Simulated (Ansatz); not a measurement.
Take CdS in the zinc blende structure (space group F-43m, No. 216; a = 5.927 Å) as the base.

It is then changed as follows: cell and atoms relaxed at a pressure of 75 GPa.

Levels (all Ansatz, a program for electronic structure, PAW): PBE (420 eV, no SOC); r2SCAN (500 eV, scalar-relativistic without spin-orbit coupling); HSE06 (420 eV, no spin-orbit coupling).

At the geometry relaxed with PBE, these levels gave the following band gaps, in shuffled order: (a) 2.83 eV, (b) 1.78 eV, (c) 2.29 eV.

**Question.** Match each gap to its level.

**Answer.** (a) HSE06; (b) PBE; (c) r2SCAN.

Single points use the geometry relaxed with PBE. Load acts through the strain it causes; cell and atoms are relaxed under it. Whether these cells are dynamically stable was not tested. Tetrahedral semiconductors of this kind turn to denser phases somewhere between about 1 and 50 GPa; those were not computed, so compressed cells here can lie past the real transition.
